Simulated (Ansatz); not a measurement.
Band structure of CsCaH3 (Pm-3m, 5 atoms in the cell).

```
CELL_PARAMETERS angstrom
      4.62119     0.00000     0.00000
      0.00000     4.62119     0.00000
      0.00000     0.00000     4.62119
ATOMIC_POSITIONS crystal
  Cs 0.00000 0.00000 0.00000
  Ca 0.50000 0.50000 0.50000
  H  0.50000 0.00000 0.50000
  H  0.00000 0.50000 0.50000
  H  0.50000 0.50000 0.00000
```

Computed with PBEsol, default PAW files made with PBE (plane waves; Ansatz, an electronic-structure program).

Settings: basis.ecutwfc = 30.9 Ry; kpoints.mp_grid.grid = 6 6 6; hamiltonian.xc = pbesol; hamiltonian.pseudopotentials = {kind: paw} (the program's default PAW files); scf.occupations.method = fermi_dirac; scf.occupations.width = 0.0007 Ry; kpoints.band_path.npoints = 8.

The starting cell comes from a database of computed structures (which also holds hypothetical and non-ambient phases and stackings), without a prior relaxation at this level.

Predict the gap along the standard path and the places of the band edges.

The gap along the path is 2.95 eV, direct at M to within 0.01 eV.

Levels in eV from the top of the valence band on the path, bands 8 to 15:
```json
[
 {"point": "Γ", "8": "-6.83", "9": "-2.75", "10": "-0.64", "11": "-0.64", "12": "5.54", "13": "5.54", "14": "5.54", "15": "6.41"},
 {"point": "X", "8": "-6.79", "9": "-1.21", "10": "-0.86", "11": "-0.38", "12": "4.81", "13": "5.31", "14": "5.31", "15": "5.49"},
 {"point": "M", "8": "-6.74", "9": "-1.45", "10": "0.00", "11": "0.00", "12": "2.95", "13": "4.38", "14": "4.38", "15": "5.17"},
 {"point": "R", "8": "-7.12", "9": "-0.59", "10": "-0.59", "11": "-0.59", "12": "4.61", "13": "4.61", "14": "4.61", "15": "4.94"}
]
```

Keys are those of Ansatz 0.2.
